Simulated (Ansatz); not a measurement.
Start from BN in the zinc blende structure (space group F-43m, No. 216; a = 3.624 Å).

Level of theory: PBE in Ansatz (plane waves to 420 eV, PAW, without spin-orbit coupling), earlier PAW set.

For the base:

| Item | Value |
|---|---|
| Hole mass | 0.50, 0.53, 0.53 mₑ (at Γ) |
| Electron mass | 0.91 mₑ along k, 0.30 mₑ across (at X) |
| Volume per atom | 5.95 Å³ |
| Gap character | indirect, Γ → X |

Now apply this change: cell and atoms relaxed at a pressure of 45 GPa.

Predict the new hole mass, electron mass, volume per atom and gap character.

The hole mass (degenerate bands, along [100]) changes from 0.50, 0.53, 0.53 mₑ (at Γ) to 0.50, 0.50, 0.54 mₑ (at Γ); the electron mass becomes 0.87 mₑ along k, 0.29 mₑ across (at X) (base: 0.91 mₑ along k, 0.30 mₑ across (at X)); the volume per atom falls by 0.57 Å³, from 5.95 Å³ to 5.38 Å³; the gap character stays indirect, Γ → X.

Load acts through the strain it causes; cell and atoms are relaxed under it. Masses are band curvatures over ±0.01 Å⁻¹ around the edge. Along k means along the line from Γ to the band edge. Stability against distortions was not tested. Competing high-pressure phases were not computed.

Ansatz is a quantum-chemistry and plane-wave program.
